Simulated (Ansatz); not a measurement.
**CsSrI₃ (space group Cmcm, No. 63; a cell from a computed database, its experimental status unchecked)**

```yaml
crystal:
  lattice:
    - [2.38427, -7.82856, 0.00000]
    - [2.38427, 7.82856, 0.00000]
    - [0.00000, 0.00000, 12.28373]
  atoms:
    - { symbol: Cs, position: [0.24736, 0.75264, 0.75000] }
    - { symbol: Cs, position: [0.75264, 0.24736, 0.25000] }
    - { symbol: Sr, position: [0.50000, 0.50000, 0.50000] }
    - { symbol: Sr, position: [0.50000, 0.50000, 0.00000] }
    - { symbol: I, position: [0.13793, 0.86207, 0.45375] }
    - { symbol: I, position: [0.86207, 0.13793, 0.54625] }
    - { symbol: I, position: [0.86207, 0.13793, 0.95375] }
    - { symbol: I, position: [0.13793, 0.86207, 0.04625] }
    - { symbol: I, position: [0.55959, 0.44041, 0.75000] }
    - { symbol: I, position: [0.44041, 0.55959, 0.25000] }
```

The values are results of Kohn–Sham DFT with the PBEsol functional, run in Ansatz (a first-principles code) with PAW and 420 eV plane waves, no spin-orbit coupling, not measurements. Γ-centred 7×7×3 mesh, Fermi–Dirac width 0.05 eV.

```yaml
volume_per_atom: 45.86 Å³
density: 4.35 g/cm³
band_gap: 3.67 eV, indirect, Γ → Y
electron_mass: 0.35 mₑ along a, 0.70 mₑ along b, 1.4 mₑ along c
hole_mass: 0.43 mₑ along a, 2.1 mₑ along b, 1.7 mₑ along c
total_energy: -6276.634 eV/atom (σ→0; compares only within this code and set-up)
```

Spin-orbit coupling, missing from the scalar runs, can matter with I. Effective masses come from finite differences of ±0.01 Å⁻¹. No phonon test of stability was made.
